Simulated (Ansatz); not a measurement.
Start from HfB₂ (space group P6/mmm, No. 191; a = 3.146 Å, c = 3.486 Å; relaxed with 0.1 eV smearing). Axes: x lies along a and z along c of the hexagonal cell.

Level of theory: Kohn–Sham DFT with the PBE functional, run in Ansatz (an electronic-structure program) with PAW and 420 eV plane waves, scalar-relativistic without spin-orbit coupling.

One thing is altered: the cell is stretched by 2.50 % along z with no lateral relaxation, atoms relaxed at fixed cell.

Q: How does this affect the stress?

A: The stress (xx, yy, zz, yz, xz, xy; compression positive) is (-2.7, -2.7, -10.4, 0.0, 0.0, 0.0) GPa.

Q: How does this affect the energy relative to the base?

A: The energy increases by 8.3 meV/atom.

The cells carry an imposed strain or load. No phonon test of stability was made. All final runs are without spin polarisation.
